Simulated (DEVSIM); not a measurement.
Structure: Ni/Si3N4/SiO2/n-Si capacitor, at 300 K.

Layer 1 from the left is Si3N4, thickness (nm) 10.0. Layer 2 from the left is SiO2, thickness (nm) 0.500. Layer 3 from the left is Si, thickness (nm) 740, Nd (cm⁻³) 6e17.

Metal gate on the left, work function 5.1 eV. Fixed charge at the semiconductor interface 0 cm⁻² (in units of +e); no interface traps.

Constants are typed, rounded textbook-type inputs, not results; the design itself was drawn at random and stands for no fabricated device. Values at 300 K.

Si3N4: gap (eV) 5.1, affinity (eV) 2.1, permittivity 7.5. SiO2: gap (eV) 9, affinity (eV) 0.9, permittivity 3.9. Si: gap (eV) 1.124, affinity (eV) 4.05, permittivity 11.7, Nc (cm⁻³) 2.86e19, Nv (cm⁻³) 3.1e19.

Question: Estimate by hand the flat-band voltage, the threshold voltage, and compare with a numerical solution.

Answer: 
- Flat-band voltage: C = 0.606 μF/cm², work-function difference 0.950 V; VFB = φms − qNf/C = 0.95 V; numerical 0.95 V.
- Threshold voltage: φF = 0.461 V, depletion charge √(4εqNφF) = 4.29e-7 C/cm²; VT = VFB − 2φF − Qd/C = -0.68 V; numerical -0.68 V.

Model (solved in DEVSIM): 1D Poisson equation in equilibrium, Boltzmann statistics, complete ionisation; no quantum confinement or tunnelling. Metal contacts follow the ideal Schottky-Mott rule: no Fermi-level pinning, no interface dipoles.
